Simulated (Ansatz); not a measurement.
## Surface dipole against coverage: Li on fcc Pt (111)

One Li atom in each cell of a four-layer slab of fcc Pt (111), started at a threefold hollow (fcc) site; the adatom and the upper two layers relax, with a dipole correction. Δφ is the change of the top face's work function against the clean slab's 5.68 eV. By the Helmholtz relation an adatom's dipole is μ = |Δφ|/(0.377 eV × n) in debye, for n adatoms per nm². In Topping's model neighbouring dipoles depolarise each other, so that 1/μ = (1 + 9α·n^(3/2))/μ0 is a line in x = n^(3/2). Calculation: PBE (plane waves to 420 eV, PAW; Ansatz, a program for electronic structure). All cells sample the k points of the 1×1 cell's 12×12×1 mesh, with Fermi-Dirac smearing of 0.1 eV (energies taken to zero smearing), without spin polarisation or spin-orbit coupling.

```csv
cell,x (nm⁻³),1/μ (1/D),n (nm⁻²),Δφ (eV)
4×3,1.35,0.356,1.22,-1.29
3×3,2.08,0.370,1.63,-1.66
4×2,2.48,0.381,1.83,-1.81
3×2,3.81,0.400,2.44,-2.30
2×2,7.00,?,3.66,?
```

**Question.** Fit 1/μ against x with a straight line, and predict the withheld value at x = 7.00.

**Answer.** With u = x - 2.4, the rows have u = -1.0500, -0.3200, 0.0800, 1.4100. Means: u 0.030000, 1/μ 0.3768. About the means, the sum of products is 0.057070 and the sum of squares of u is 3.1958; the slope is their ratio. Least squares gives 1/μ = 0.3762 + 0.01786·u. Residuals (row less fit): -0.0014, -0.0005, 0.0034, -0.0014; standard error 0.0028 (degrees of freedom: 2). At x = 0 the line gives 1/μ0 = 0.333, so a lone adatom carries about 3.0 D, its positive end outward; slope over intercept is 9α, which puts α at roughly 6.0 Å³, a figure that hangs on Δφ's last digit. At the withheld row, u = 4.6000, so 1/μ = 0.3762 + 0.01786 × 4.6000 = 0.4584 1/D. The calculation gives 0.451 1/D, 0.0074 1/D below the prediction (7.8 % of the range of 1/μ in the table). The row lies outside the fitted rows, so this is an extrapolation.

The model takes a square or triangular net of point dipoles; the 4×2, 3×2 and 4×3 nets are stretched, and dense layers bond among themselves. Chains in 3×1 and 2×1 cells were run too and aren't shown. Only series are tabulated where Δφ keeps its sign and exceeds 0.12 eV, and the fitted rows scatter about the line by under a tenth of the table's range (standard error).

As a change of work function, the prediction is 0.377 × 3.66/0.458 = 3.01 eV in size, against 3.06 eV from the run.

Each row is one calculation, so residuals can be the form's limits or numerical noise.
